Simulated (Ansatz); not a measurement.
Consider Sc in the hcp (Mg type) structure (space group P6_3/mmc, No. 194; a = 3.275 Å, c = 5.105 Å; relaxed with 0.1 eV smearing). Axes: x lies along a and z along c of the hexagonal cell.

Method: PBEsol in Ansatz (plane waves to 420 eV, PAW, without spin-orbit coupling).

Before the change:

The pressure is 0.0 GPa. The shortest interatomic distance is 3.177 Å and the band gap is zero.

Perturbation: a pure shear with ε_xz = ε_zx = 0.0086, atoms relaxed at fixed cell.

**Question.** What does the calculation give for the pressure, energy relative to the base, shortest interatomic distance and band gap after the change?

**Answer.** The pressure (mean of the normal stresses, compression positive) stays 0.0 GPa; the energy grows by 0.7 meV/atom; the shortest interatomic distance drops by 0.023 Å to 3.154 Å; the band gap is still zero.

The cells carry an imposed strain or load. Stability against distortions was not tested. The final runs are not spin-polarised.

Ansatz is an electronic-structure program.
